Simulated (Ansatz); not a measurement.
Functionals compared on a constructed model of the (111)B surface of 3C silicon carbide, C-terminated, (√3x√3)R30° Al adatom at H3 (bottom of the slab: 3 H on 3 bottom sites), in Ansatz (plane waves, PAW). The structure was relaxed with PBE; the other rows are single points on it. Cutoff 420 eV (500 eV for r2SCAN). HSE06 used the coarser mesh 4x4x1.

Slab: 28 atoms, 10.7 Å thick at the start with caps and adatoms (thin: gaps and levels are the slab's own); k 6x6x1, smearing 0.025 eV, dipole-corrected; 6 atoms held, the rest relaxed; symmetry of the start imposed; no spin, no spin-orbit, no U. In PBE it is, or lies within 0.01 eV a 1x1 cell of, the lowest of the 2 structures of its composition computed so far; subsurface sites and larger cells were not tried. These notes are the PBE run's.

```json
[
 {"functional": "PBE", "gap of the slab on its k-mesh (eV)": "1.50", "highest filled level below the top vacuum level (eV)": "4.31", "rough cost of the single point": "–"},
 {"functional": "r2SCAN", "gap of the slab on its k-mesh (eV)": "1.71", "highest filled level below the top vacuum level (eV)": "4.42", "rough cost of the single point": "around 70 core-seconds (rough)"}
]
```

Ansatz is a program for electronic structure.
